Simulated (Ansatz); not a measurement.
Base system: BaTiO₃ (space group P4mm, No. 99; a = 3.973 Å, c = 4.112 Å).

Levels (all Ansatz, a quantum-chemistry and plane-wave program, PAW, earlier PAW set): r2SCAN (500 eV, no spin-orbit coupling); HSE06 (420 eV, no spin-orbit coupling).

Its gap is 2.23 eV with r2SCAN and 3.31 eV with HSE06.

Modification: cell and atoms relaxed at a pressure of 30 GPa.

With r2SCAN the gap becomes 2.41 eV.

Q: If the HSE06 correction stayed the same, what would the HSE06 gap be, and what does the HSE06 run give?

A: A rigid correction of +1.08 eV gives 3.49 eV. The HSE06 run gives 3.46 eV, so the two effects roughly add.

Single points use the geometry relaxed with r2SCAN. HSE06 gaps are upper bounds (no full band path). Load acts through the strain it causes; cell and atoms are relaxed under it. No phonon test of stability was made. Competing high-pressure phases were not computed. All final runs are without spin polarisation. Along this pressure series the structure jumps between pressure 9 GPa and pressure 18 GPa; cells beyond that are another form of it.
